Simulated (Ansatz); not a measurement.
Where the default PAW files enter, the runs use the earlier of Ansatz's two default sets.

Given:

```
O2Si
1.0
    2.69349     0.00000     0.00000
    0.00000     4.23317     0.00000
    0.00000     0.00000     4.23317
Si O
2 4
Direct
  0.50000   0.50000   0.50000
  0.00000   0.00000   0.00000
  0.00000   0.69316   0.69316
  0.00000   0.30684   0.30684
  0.50000   0.19316   0.80684
  0.50000   0.80684   0.19316
```

Space group of this cell: P4_2/mnm, rutile. The cell is taken as given; by r2SCAN its mean pressure is -9.7 GPa.

Computed with r2SCAN (plane waves, PAW; Ansatz, a program for electronic structure).

The current runs along the normal of the first two printed vectors; no spin-orbit coupling. Scaled by the factor s: the length along the current (ions clamped). Meshes 12×8×8 and 12×8 across the current in all rows.

```tsv
s	mean pressure (GPa)	band gap (eV)
0.97	-0.8	6.45
1.00	-9.7	5.97
1.03	-17.2	?
```

Task: Take the slope of the band gap against ln s from the two given rows, extrapolate to s = 1.03, and say what the run there gives.

Result: Slope = (6.45 − 5.97) / ln 0.97 = -15.8 eV. The line gives 5.97 + (-15.8) × ln 1.03 = 5.50 eV. The run gives 5.49 eV, 0.01 eV under the line, 3 % of the predicted step.
